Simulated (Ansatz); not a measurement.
Start from InAs in the zinc blende structure (space group F-43m, No. 216; a = 6.109 Å).

Level of theory: r2SCAN in Ansatz (plane waves to 500 eV, PAW, no spin-orbit coupling).

One change was made to it. Results:

The lattice parameter a rises by 0.405 Å, from 6.109 Å to 6.514 Å; the band gap becomes zero (base: 0.08 eV).

**Question.** Name the change that was made.
A. As → Se
B. In → Ga
C. In → Ag

**Answer.** A, As → Se. For comparison, the lattice parameter a in the other runs: In → Ag gives 5.812 Å; In → Ga gives 5.667 Å.

No phonon test of stability was made. As relaxed here, InSe and AgAs are hypothetical phases, not in the database extracts checked. All final runs are without spin polarisation. An odd electron count without spin: InSe. A zero or small gap of InAs can be the functional's error rather than a property of the material.

Ansatz is a program for electronic structure.
